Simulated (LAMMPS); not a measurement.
LAMMPS 22 Jul 2025, classical MD, SNAP (Si_Zuo_JPCA2020.snapcoeff): Si, 512 atoms.

| Property | Result |
|---|---|
| task | MD, nve |
| potential | SNAP, Si_Zuo_JPCA2020.snapcoeff Si_Zuo_JPCA2020.snapparam |
| copies of the repeat unit | 4×4×4 |
| shape (slab and sphere leave vacuum in the box) | bulk |
| neighbor skin | 2 Å |
| neigh_modify | every 1 delay 0 check yes |
| newton | on (default) |
| atom_modify sort (bins of 2 Å where set) | 1000 (default) |
| comm_style | brick (default) |
| box | 21.7 × 21.7 × 21.7 Å |
| start | generated diamond lattice, warmed in an untimed run |

All runs start from one configuration, warmed at this fixed volume for 300 steps under a thermostat at 300 K. The run at the shortest step has a mean temperature of 301 K and a mean pressure of 2.3 GPa.

Each run covers about 0.40 ps at constant energy (mean temperature 301 K at the shortest step); σ is the standard deviation over the printed steps. Single runs; times are not shown.

Steps tried: 0.5 fs, 1 fs, 2 fs, 2.5 fs, 4 fs, 5 fs, 8 fs, 10 fs, 16 fs, 20 fs, 32 fs.

Problem. Up to which step does the ratio σ(E total)/σ(E kinetic) stay under 1 %, and what happens beyond?

Solution. 2.5 fs. The run fails or blows up at 20 fs, 32 fs.

```json
[
 {"time step": "0.5 fs", "σ(E total)/σ(E kinetic)": "0.00027", "last minus first total energy (meV/atom)": "under 0.001", "mean temperature (K)": "301"},
 {"time step": "1 fs", "σ(E total)/σ(E kinetic)": "0.0011", "last minus first total energy (meV/atom)": "under 0.001", "mean temperature (K)": "301"},
 {"time step": "2 fs", "σ(E total)/σ(E kinetic)": "0.0043", "last minus first total energy (meV/atom)": "+0.0012", "mean temperature (K)": "300"},
 {"time step": "2.5 fs", "σ(E total)/σ(E kinetic)": "0.0067", "last minus first total energy (meV/atom)": "+0.0024", "mean temperature (K)": "300"},
 {"time step": "4 fs", "σ(E total)/σ(E kinetic)": "0.017", "last minus first total energy (meV/atom)": "+0.013", "mean temperature (K)": "298"},
 {"time step": "5 fs", "σ(E total)/σ(E kinetic)": "0.026", "last minus first total energy (meV/atom)": "+0.029", "mean temperature (K)": "297"},
 {"time step": "8 fs", "σ(E total)/σ(E kinetic)": "0.069", "last minus first total energy (meV/atom)": "+0.17", "mean temperature (K)": "291"},
 {"time step": "10 fs", "σ(E total)/σ(E kinetic)": "0.13", "last minus first total energy (meV/atom)": "+0.36", "mean temperature (K)": "285"},
 {"time step": "16 fs", "σ(E total)/σ(E kinetic)": "1.0", "last minus first total energy (meV/atom)": "+9.4", "mean temperature (K)": "268"},
 {"time step": "20 fs", "σ(E total)/σ(E kinetic)": "stops: Lost atoms", "last minus first total energy (meV/atom)": "—", "mean temperature (K)": "—"},
 {"time step": "32 fs", "σ(E total)/σ(E kinetic)": "stops: Lost atoms", "last minus first total energy (meV/atom)": "—", "mean temperature (K)": "—"}
]
```

The bar is a choice.
